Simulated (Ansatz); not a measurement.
Results of LDA in Ansatz (PAW) for B2O3 (Cmc2₁, No. 36, 10 atoms in the cell; start mp-717; high-pressure phase).

Settings: plane-wave cutoff 520 eV, 8×8×8 k mesh, Fermi–Dirac smearing 0.01 eV, scalar-relativistic PAW data made under PBE.

Computed at the level's own relaxed cell.

```
CELL_PARAMETERS angstrom
      3.88421    -2.28881     0.00000
      3.88421     2.28881     0.00000
      0.00000     0.00000     4.09797
ATOMIC_POSITIONS crystal
  B  0.00568 0.32469 0.56765
  B  0.99432 0.67531 0.06765
  B  0.67531 0.99432 0.56765
  B  0.32469 0.00568 0.06765
  O  0.75380 0.24620 0.49923
  O  0.24620 0.75380 0.99923
  O  0.92155 0.66064 0.41903
  O  0.07845 0.33936 0.91903
  O  0.33936 0.07845 0.41903
  O  0.66064 0.92155 0.91903
```

Task: List the 32 lowest band energies at Γ above −25 eV (eV, relative to the valence band maximum), grouping those that round alike.

Result: At Γ: -22.13, -19.01, -18.91, -18.66, -17.70, -17.60, -10.20, -9.70, -9.54, -8.16, -7.61, -6.98, -5.89, -5.83, -4.99, -4.19, -1.93, -1.92, -1.58, -1.53, -1.51, -0.69, -0.37, -0.30, 8.57, 9.00, 9.51, 10.52, 10.68, 11.91, 12.42, 12.72.

A start named mp-… is a Materials Project structure, which need not be a measured phase.

Ansatz is a quantum-chemistry and plane-wave program.
